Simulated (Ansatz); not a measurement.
A15 Nb3Sn (cubic form, which distorts at low temperature)

Computed with r²SCAN+rVV10 (PAW; Ansatz, a quantum-chemistry and plane-wave program).

Numerical settings: plane-wave cutoff 560 eV, 10×10×10 k mesh, Fermi–Dirac smearing 0.05 eV, no spin polarisation, scalar-relativistic PAW data made under PBE.

Cell (relaxed at this level):

Nb3Sn has the cubic space group Pm-3n (No. 223), the A15 (Cr3Si type) structure, Pearson symbol cP8. Conventional cell: a = b = c = 5.289 Å, α = β = γ = 90.00°. Nb on 6c is coordinated by 2 Nb at 2.645 Å and 8 Nb at 3.239 Å and 4 Sn at 2.957 Å. Sn on 2a sees 12 Nb at 2.957 Å. (Neighbours: up to the widest gap in distance over summed covalent radii, below 1.35, at either atom.)

```
Quantity                                           Result
------------------------------------------  -------------
bulk modulus B0                                   174 GPa
band gap                                    zero (no gap)
pressure derivative B′ of the bulk modulus            4.1
```

Measured, for comparison: bulk modulus 165 GPa (4 K, zero-point motion not removed; as tabulated in Lu and Klein (1997), arXiv:cond-mat/9704251). Computed (rounded) less measured: bulk modulus +5 %.

Note: symmetry holds this phase in the static calculation, where it need not be a minimum.

Spin–orbit coupling is not included.

Static lattice: no zero-point or thermal effects.

Computing time: about 9 core-minutes (a rough figure).
